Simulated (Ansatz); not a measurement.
**V3Si, pressure series**

Take V₃Si in the A15 (Cr3Si type) structure (space group Pm-3n, No. 223; a = 4.701 Å) as the base.

Cell and atoms are relaxed at each pressure.

Levels (all Ansatz, a first-principles code, PAW): PBE (420 eV, scalar-relativistic without spin-orbit coupling); PBEsol (420 eV, no spin-orbit coupling).

The base cell above is that of PBE; each level relaxes its own structures.

```json
[
 {"case": "pressure −2 GPa", "shortest interatomic distance, PBE": "2.359 Å", "shortest interatomic distance, PBEsol": "2.332 Å"},
 {"case": "pressure −1 GPa", "shortest interatomic distance, PBE": "2.355 Å", "shortest interatomic distance, PBEsol": "2.329 Å"},
 {"case": "pressure 1.8 GPa", "shortest interatomic distance, PBE": "2.343 Å", "shortest interatomic distance, PBEsol": "2.318 Å"},
 {"case": "pressure 4.2 GPa", "shortest interatomic distance, PBE": "2.334 Å", "shortest interatomic distance, PBEsol": "2.310 Å"},
 {"case": "pressure 9 GPa", "shortest interatomic distance, PBE": "2.317 Å", "shortest interatomic distance, PBEsol": "2.294 Å"},
 {"case": "pressure 18 GPa", "shortest interatomic distance, PBE": "2.289 Å", "shortest interatomic distance, PBEsol": "2.268 Å"},
 {"case": "pressure 30 GPa", "shortest interatomic distance, PBE": "2.257 Å", "shortest interatomic distance, PBEsol": "2.237 Å"},
 {"case": "pressure 45 GPa", "shortest interatomic distance, PBE": "2.223 Å", "shortest interatomic distance, PBEsol": "2.205 Å"},
 {"case": "pressure 60 GPa", "shortest interatomic distance, PBE": "2.194 Å", "shortest interatomic distance, PBEsol": "2.178 Å"}
]
```

PBE lies above PBEsol in every row, by 0.016 Å to 0.027 Å. They put the cases in the same order.

Load acts through the strain it causes; cell and atoms are relaxed under it. Whether these cells are dynamically stable was not tested. Competing high-pressure phases were not computed. Starting moments died away, wholly or in part, for the base; another magnetic solution may exist. The final runs are not spin-polarised.
